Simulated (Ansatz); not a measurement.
## Pressure series in SnO

Take SnO in the litharge type structure (space group P4/nmm, No. 129; a = 3.7927 Å, c = 4.7644 Å; layered, stacked along the Cartesian z axis) as the base.

Cell and atoms are relaxed at each pressure.

The values are results of Ansatz (a first-principles code) r2SCAN+rVV10, scalar-relativistic without spin-orbit coupling, earlier PAW set, not measurements.

```
case               band gap  shortest interatomic distance  c/a ratio
-----------------  --------  -----------------------------  ---------
base                   zero                        2.216 Å      1.256
pressure −2 GPa     0.79 eV                        2.229 Å      1.368
pressure −1 GPa           …                              …          …
pressure 0.9 GPa       zero                        2.211 Å      1.237
pressure 2.1 GPa       zero                        2.205 Å      1.220
pressure 4.5 GPa       zero                        2.193 Å      1.200
pressure 9 GPa         zero                        2.176 Å      1.180
pressure 15 GPa        zero                        2.156 Å      1.164
pressure 22.5 GPa      zero                        2.136 Å      1.153
pressure 30 GPa        zero                        2.120 Å      1.143
```

Q: Fill in the withheld entries from the trend.

A: 
- pressure −1 GPa, band gap: 0.26 eV
- pressure −1 GPa, shortest interatomic distance: 2.222 Å
- pressure −1 GPa, c/a ratio: 1.289

The mesh was chosen for an insulator and is coarse for the gapless case. Load acts through the strain it causes; cell and atoms are relaxed under it. Whether these cells are dynamically stable was not tested. No other phases were tried under pressure. All final runs are without spin polarisation. The zero or small gap of SnO can change with the level of theory.
